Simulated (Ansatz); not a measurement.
Electronic density of states of amorphous Cu10Ni10Pd10Pt10P10, density 11.00 g/cm³, on a 2×2×2 Γ-centred mesh with a Gaussian width of 0.1 eV; energies count from the Fermi level. Cell and mesh are small, so fine structure isn't converged. The numbers are results of PBE, scalar-relativistic without spin-orbit coupling (plane waves to 420 eV, PAW; Ansatz, a quantum-chemistry and plane-wave program), not measurements. Sampling: a 2×2×2 Γ-centred mesh; Fermi-Dirac width 0.1 eV; no spin polarisation.

A CHGNet melt-quench gave the starting glass, which DFT then relaxed. The hot cell started wider than the set density and was brought back towards it in steps. It is the lowest in DFT energy of 3 quenches. It is a model cell: composition and starting density were chosen by hand, and all elements were melted together. No dispersion term was used. Its density started from a set value of 11.41 and ended at 11.00 g/cm³. The simulated quench (nominally 140 K/ps over its main leg) is rapid and tends to freeze in more defects than a deposited or slowly cooled glass has. Values belong to this one cell and scatter from quench to quench. Volume and shape were free in the relaxation. On a 2×2×2 Γ-centred mesh force components of up to 0.24 eV/Å stay, since the relaxation ran on one k-point at (1/4, 1/4, 1/4).

```json
[
 {"E - EF (eV)": "-12.00", "states/(eV atom)": "0.37"},
 {"E - EF (eV)": "-11.90", "states/(eV atom)": "0.28"},
 {"E - EF (eV)": "-11.80", "states/(eV atom)": "0.28"},
 {"E - EF (eV)": "-11.70", "states/(eV atom)": "0.29"},
 {"E - EF (eV)": "-11.60", "states/(eV atom)": "0.15"},
 {"E - EF (eV)": "-11.50", "states/(eV atom)": "0.02"},
 {"E - EF (eV)": "-11.40", "states/(eV atom)": "0.00"},
 {"E - EF (eV)": "-11.30", "states/(eV atom)": "0.00"},
 {"E - EF (eV)": "-11.20", "states/(eV atom)": "0.00"},
 {"E - EF (eV)": "-11.10", "states/(eV atom)": "0.00"},
 {"E - EF (eV)": "-11.00", "states/(eV atom)": "0.00"},
 {"E - EF (eV)": "-10.90", "states/(eV atom)": "0.00"},
 {"E - EF (eV)": "-10.80", "states/(eV atom)": "0.00"},
 {"E - EF (eV)": "-10.70", "states/(eV atom)": "0.00"},
 {"E - EF (eV)": "-10.60", "states/(eV atom)": "0.00"},
 {"E - EF (eV)": "-10.50", "states/(eV atom)": "0.00"},
 {"E - EF (eV)": "-10.40", "states/(eV atom)": "0.00"},
 {"E - EF (eV)": "-10.30", "states/(eV atom)": "0.00"},
 {"E - EF (eV)": "-10.20", "states/(eV atom)": "0.00"},
 {"E - EF (eV)": "-10.10", "states/(eV atom)": "0.00"},
 {"E - EF (eV)": "-10.00", "states/(eV atom)": "0.00"},
 {"E - EF (eV)": "-9.90", "states/(eV atom)": "0.00"},
 {"E - EF (eV)": "-9.80", "states/(eV atom)": "0.00"},
 {"E - EF (eV)": "-9.70", "states/(eV atom)": "0.00"},
 {"E - EF (eV)": "-9.60", "states/(eV atom)": "0.00"},
 {"E - EF (eV)": "-9.50", "states/(eV atom)": "0.00"},
 {"E - EF (eV)": "-9.40", "states/(eV atom)": "0.00"},
 {"E - EF (eV)": "-9.30", "states/(eV atom)": "0.00"},
 {"E - EF (eV)": "-9.20", "states/(eV atom)": "0.00"},
 {"E - EF (eV)": "-9.10", "states/(eV atom)": "0.00"},
 {"E - EF (eV)": "-9.00", "states/(eV atom)": "0.00"},
 {"E - EF (eV)": "-8.90", "states/(eV atom)": "0.00"},
 {"E - EF (eV)": "-8.80", "states/(eV atom)": "0.00"},
 {"E - EF (eV)": "-8.70", "states/(eV atom)": "0.00"},
 {"E - EF (eV)": "-8.60", "states/(eV atom)": "0.00"},
 {"E - EF (eV)": "-8.50", "states/(eV atom)": "0.00"},
 {"E - EF (eV)": "-8.40", "states/(eV atom)": "0.00"},
 {"E - EF (eV)": "-8.30", "states/(eV atom)": "0.00"},
 {"E - EF (eV)": "-8.20", "states/(eV atom)": "0.00"},
 {"E - EF (eV)": "-8.10", "states/(eV atom)": "0.00"},
 {"E - EF (eV)": "-8.00", "states/(eV atom)": "0.03"},
 {"E - EF (eV)": "-7.90", "states/(eV atom)": "0.12"},
 {"E - EF (eV)": "-7.80", "states/(eV atom)": "0.22"},
 {"E - EF (eV)": "-7.70", "states/(eV atom)": "0.23"},
 {"E - EF (eV)": "-7.60", "states/(eV atom)": "0.26"},
 {"E - EF (eV)": "-7.50", "states/(eV atom)": "0.41"},
 {"E - EF (eV)": "-7.40", "states/(eV atom)": "0.40"},
 {"E - EF (eV)": "-7.30", "states/(eV atom)": "0.37"},
 {"E - EF (eV)": "-7.20", "states/(eV atom)": "0.44"},
 {"E - EF (eV)": "-7.10", "states/(eV atom)": "0.42"},
 {"E - EF (eV)": "-7.00", "states/(eV atom)": "0.31"},
 {"E - EF (eV)": "-6.90", "states/(eV atom)": "0.35"},
 {"E - EF (eV)": "-6.80", "states/(eV atom)": "0.41"},
 {"E - EF (eV)": "-6.70", "states/(eV atom)": "0.46"},
 {"E - EF (eV)": "-6.60", "states/(eV atom)": "0.51"},
 {"E - EF (eV)": "-6.50", "states/(eV atom)": "0.53"},
 {"E - EF (eV)": "-6.40", "states/(eV atom)": "0.48"},
 {"E - EF (eV)": "-6.30", "states/(eV atom)": "0.47"},
 {"E - EF (eV)": "-6.20", "states/(eV atom)": "0.49"},
 {"E - EF (eV)": "-6.10", "states/(eV atom)": "0.52"},
 {"E - EF (eV)": "-6.00", "states/(eV atom)": "0.55"},
 {"E - EF (eV)": "-5.90", "states/(eV atom)": "0.61"},
 {"E - EF (eV)": "-5.80", "states/(eV atom)": "0.64"},
 {"E - EF (eV)": "-5.70", "states/(eV atom)": "0.57"},
 {"E - EF (eV)": "-5.60", "states/(eV atom)": "0.52"},
 {"E - EF (eV)": "-5.50", "states/(eV atom)": "0.57"},
 {"E - EF (eV)": "-5.40", "states/(eV atom)": "0.55"},
 {"E - EF (eV)": "-5.30", "states/(eV atom)": "0.51"},
 {"E - EF (eV)": "-5.20", "states/(eV atom)": "0.47"},
 {"E - EF (eV)": "-5.10", "states/(eV atom)": "0.50"},
 {"E - EF (eV)": "-5.00", "states/(eV atom)": "0.66"},
 {"E - EF (eV)": "-4.90", "states/(eV atom)": "0.82"},
 {"E - EF (eV)": "-4.80", "states/(eV atom)": "0.96"},
 {"E - EF (eV)": "-4.70", "states/(eV atom)": "0.98"},
 {"E - EF (eV)": "-4.60", "states/(eV atom)": "1.10"},
 {"E - EF (eV)": "-4.50", "states/(eV atom)": "1.22"},
 {"E - EF (eV)": "-4.40", "states/(eV atom)": "1.22"},
 {"E - EF (eV)": "-4.30", "states/(eV atom)": "1.17"},
 {"E - EF (eV)": "-4.20", "states/(eV atom)": "1.23"},
 {"E - EF (eV)": "-4.10", "states/(eV atom)": "1.38"},
 {"E - EF (eV)": "-4.00", "states/(eV atom)": "1.38"},
 {"E - EF (eV)": "-3.90", "states/(eV atom)": "1.35"},
 {"E - EF (eV)": "-3.80", "states/(eV atom)": "1.44"},
 {"E - EF (eV)": "-3.70", "states/(eV atom)": "1.58"},
 {"E - EF (eV)": "-3.60", "states/(eV atom)": "1.59"},
 {"E - EF (eV)": "-3.50", "states/(eV atom)": "1.50"},
 {"E - EF (eV)": "-3.40", "states/(eV atom)": "1.53"},
 {"E - EF (eV)": "-3.30", "states/(eV atom)": "1.70"},
 {"E - EF (eV)": "-3.20", "states/(eV atom)": "1.79"},
 {"E - EF (eV)": "-3.10", "states/(eV atom)": "1.83"},
 {"E - EF (eV)": "-3.00", "states/(eV atom)": "1.83"},
 {"E - EF (eV)": "-2.90", "states/(eV atom)": "1.83"},
 {"E - EF (eV)": "-2.80", "states/(eV atom)": "1.89"},
 {"E - EF (eV)": "-2.70", "states/(eV atom)": "1.93"},
 {"E - EF (eV)": "-2.60", "states/(eV atom)": "1.89"},
 {"E - EF (eV)": "-2.50", "states/(eV atom)": "1.88"},
 {"E - EF (eV)": "-2.40", "states/(eV atom)": "1.91"},
 {"E - EF (eV)": "-2.30", "states/(eV atom)": "2.02"},
 {"E - EF (eV)": "-2.20", "states/(eV atom)": "2.08"},
 {"E - EF (eV)": "-2.10", "states/(eV atom)": "2.08"},
 {"E - EF (eV)": "-2.00", "states/(eV atom)": "2.05"},
 {"E - EF (eV)": "-1.90", "states/(eV atom)": "1.97"},
 {"E - EF (eV)": "-1.80", "states/(eV atom)": "2.00"},
 {"E - EF (eV)": "-1.70", "states/(eV atom)": "2.00"},
 {"E - EF (eV)": "-1.60", "states/(eV atom)": "1.89"},
 {"E - EF (eV)": "-1.50", "states/(eV atom)": "1.86"},
 {"E - EF (eV)": "-1.40", "states/(eV atom)": "1.84"},
 {"E - EF (eV)": "-1.30", "states/(eV atom)": "1.79"},
 {"E - EF (eV)": "-1.20", "states/(eV atom)": "1.76"},
 {"E - EF (eV)": "-1.10", "states/(eV atom)": "1.74"},
 {"E - EF (eV)": "-1.00", "states/(eV atom)": "1.63"},
 {"E - EF (eV)": "-0.90", "states/(eV atom)": "1.52"},
 {"E - EF (eV)": "-0.80", "states/(eV atom)": "1.46"},
 {"E - EF (eV)": "-0.70", "states/(eV atom)": "1.33"},
 {"E - EF (eV)": "-0.60", "states/(eV atom)": "1.05"},
 {"E - EF (eV)": "-0.50", "states/(eV atom)": "0.81"},
 {"E - EF (eV)": "-0.40", "states/(eV atom)": "0.67"},
 {"E - EF (eV)": "-0.30", "states/(eV atom)": "0.62"},
 {"E - EF (eV)": "-0.20", "states/(eV atom)": "0.56"},
 {"E - EF (eV)": "-0.10", "states/(eV atom)": "0.53"},
 {"E - EF (eV)": "0.00", "states/(eV atom)": "0.50"},
 {"E - EF (eV)": "0.10", "states/(eV atom)": "0.48"},
 {"E - EF (eV)": "0.20", "states/(eV atom)": "0.45"},
 {"E - EF (eV)": "0.30", "states/(eV atom)": "0.46"},
 {"E - EF (eV)": "0.40", "states/(eV atom)": "0.42"},
 {"E - EF (eV)": "0.50", "states/(eV atom)": "0.34"},
 {"E - EF (eV)": "0.60", "states/(eV atom)": "0.36"},
 {"E - EF (eV)": "0.70", "states/(eV atom)": "0.42"},
 {"E - EF (eV)": "0.80", "states/(eV atom)": "0.39"},
 {"E - EF (eV)": "0.90", "states/(eV atom)": "0.38"},
 {"E - EF (eV)": "1.00", "states/(eV atom)": "0.38"},
 {"E - EF (eV)": "1.10", "states/(eV atom)": "0.33"},
 {"E - EF (eV)": "1.20", "states/(eV atom)": "0.35"},
 {"E - EF (eV)": "1.30", "states/(eV atom)": "0.42"},
 {"E - EF (eV)": "1.40", "states/(eV atom)": "0.36"},
 {"E - EF (eV)": "1.50", "states/(eV atom)": "0.33"},
 {"E - EF (eV)": "1.60", "states/(eV atom)": "0.31"},
 {"E - EF (eV)": "1.70", "states/(eV atom)": "0.23"},
 {"E - EF (eV)": "1.80", "states/(eV atom)": "0.20"},
 {"E - EF (eV)": "1.90", "states/(eV atom)": "0.30"},
 {"E - EF (eV)": "2.00", "states/(eV atom)": "0.33"},
 {"E - EF (eV)": "2.10", "states/(eV atom)": "0.32"},
 {"E - EF (eV)": "2.20", "states/(eV atom)": "0.33"},
 {"E - EF (eV)": "2.30", "states/(eV atom)": "0.28"},
 {"E - EF (eV)": "2.40", "states/(eV atom)": "0.22"},
 {"E - EF (eV)": "2.50", "states/(eV atom)": "0.21"},
 {"E - EF (eV)": "2.60", "states/(eV atom)": "0.24"},
 {"E - EF (eV)": "2.70", "states/(eV atom)": "0.25"},
 {"E - EF (eV)": "2.80", "states/(eV atom)": "0.26"},
 {"E - EF (eV)": "2.90", "states/(eV atom)": "0.33"},
 {"E - EF (eV)": "3.00", "states/(eV atom)": "0.36"},
 {"E - EF (eV)": "3.10", "states/(eV atom)": "0.31"},
 {"E - EF (eV)": "3.20", "states/(eV atom)": "0.28"},
 {"E - EF (eV)": "3.30", "states/(eV atom)": "0.25"},
 {"E - EF (eV)": "3.40", "states/(eV atom)": "0.30"},
 {"E - EF (eV)": "3.50", "states/(eV atom)": "0.32"},
 {"E - EF (eV)": "3.60", "states/(eV atom)": "0.27"},
 {"E - EF (eV)": "3.70", "states/(eV atom)": "0.24"},
 {"E - EF (eV)": "3.80", "states/(eV atom)": "0.24"},
 {"E - EF (eV)": "3.90", "states/(eV atom)": "0.27"},
 {"E - EF (eV)": "4.00", "states/(eV atom)": "0.26"},
 {"E - EF (eV)": "4.10", "states/(eV atom)": "0.34"},
 {"E - EF (eV)": "4.20", "states/(eV atom)": "0.38"},
 {"E - EF (eV)": "4.30", "states/(eV atom)": "0.31"},
 {"E - EF (eV)": "4.40", "states/(eV atom)": "0.34"},
 {"E - EF (eV)": "4.50", "states/(eV atom)": "0.33"},
 {"E - EF (eV)": "4.60", "states/(eV atom)": "0.33"},
 {"E - EF (eV)": "4.70", "states/(eV atom)": "0.35"},
 {"E - EF (eV)": "4.80", "states/(eV atom)": "0.29"},
 {"E - EF (eV)": "4.90", "states/(eV atom)": "0.34"},
 {"E - EF (eV)": "5.00", "states/(eV atom)": "0.35"},
 {"E - EF (eV)": "5.10", "states/(eV atom)": "0.35"},
 {"E - EF (eV)": "5.20", "states/(eV atom)": "0.33"},
 {"E - EF (eV)": "5.30", "states/(eV atom)": "0.33"},
 {"E - EF (eV)": "5.40", "states/(eV atom)": "0.41"},
 {"E - EF (eV)": "5.50", "states/(eV atom)": "0.37"},
 {"E - EF (eV)": "5.60", "states/(eV atom)": "0.34"},
 {"E - EF (eV)": "5.70", "states/(eV atom)": "0.37"},
 {"E - EF (eV)": "5.80", "states/(eV atom)": "0.33"},
 {"E - EF (eV)": "5.90", "states/(eV atom)": "0.39"},
 {"E - EF (eV)": "6.00", "states/(eV atom)": "0.44"},
 {"E - EF (eV)": "6.10", "states/(eV atom)": "0.40"},
 {"E - EF (eV)": "6.20", "states/(eV atom)": "0.37"},
 {"E - EF (eV)": "6.30", "states/(eV atom)": "0.35"},
 {"E - EF (eV)": "6.40", "states/(eV atom)": "0.38"},
 {"E - EF (eV)": "6.50", "states/(eV atom)": "0.37"},
 {"E - EF (eV)": "6.60", "states/(eV atom)": "0.39"},
 {"E - EF (eV)": "6.70", "states/(eV atom)": "0.45"},
 {"E - EF (eV)": "6.80", "states/(eV atom)": "0.45"}
]
```
